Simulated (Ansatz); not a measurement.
BP (F-43m), PBEsol with spin-orbit coupling, rigid bands (Ansatz, an electronic-structure program): N_c = 4.09e19 cm⁻³ at 300 K and an electron conductivity mass of 0.329 mₑ.

Question: For 1e17 electrons per cm³ at 300 K, place the Fermi level, estimate the Seebeck coefficient of a parabolic band with constant τ, and give mobility and conductivity for τ = 10 fs.

Answer: The level lies k_BT ln(N_c/n) = 0.155 eV below the conduction-band minimum. S ≈ −(k_B/e)[ln(N_c/n) + 5/2] = -734 μV/K, against -730 μV/K from the full bands (mean over directions). μ = eτ/m = 53.5 cm²/(V·s) and σ = neμ = 0.857 S/cm. τ is assumed, not computed.

Band transport and this doping are assumed; polarons and phonon drag are left out.
